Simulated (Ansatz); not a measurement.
The reference is AlAs in the zinc blende structure (space group F-43m, No. 216).

```yaml
crystal:
  lattice:
    - [0.00000, 2.83713, 2.83713]
    - [2.83713, 0.00000, 2.83713]
    - [2.83713, 2.83713, 0.00000]
  atoms:
    - { symbol: As, position: [0.75000, 0.75000, 0.75000] }
    - { symbol: Al, position: [0.00000, 0.00000, 0.00000] }
```

Cartesian axes are those of the cell as printed.

All numbers come from PBEsol, PAW, 420 eV (Ansatz, an electronic-structure program; no spin-orbit coupling), earlier PAW set.

Strains are applied to the cell and any free atomic positions relax; under biaxial strain the out-of-plane vector relaxes too.

One change was made to it. Results:

The band gap decreases by 0.22 eV, from 1.34 eV to 1.12 eV; the energy goes up by 79 meV/atom; the electron mass changes from 0.86 mₑ along k, 0.23 mₑ across (at X) to 0.73 mₑ along k, 0.22 mₑ across (at X).

Question: Which change produced these results?
A. isotropic strain +1.40 %
B. biaxial strain +1.01 %, plane normal [110], relaxed out of plane
C. biaxial strain −0.51 %, plane normal [001], relaxed out of plane
D. uniaxial strain ε_yy = −2.45 %
E. isotropic strain −3.88 %

Answer: E, isotropic strain −3.88 %. For comparison, the energy relative to the base in the other runs: biaxial strain −0.51 %, plane normal [001], relaxed out of plane gives +0.4 meV/atom; biaxial strain +1.01 %, plane normal [110], relaxed out of plane gives +2.1 meV/atom; isotropic strain +1.40 % gives +8.6 meV/atom; uniaxial strain ε_yy = −2.45 % gives +4.7 meV/atom.

A biaxial case was relaxed in a doubled cell and then solved in the primitive one. Effective masses come from finite differences of ±0.01 Å⁻¹. Along k means along the line from Γ to the band edge. Whether these cells are dynamically stable was not tested.
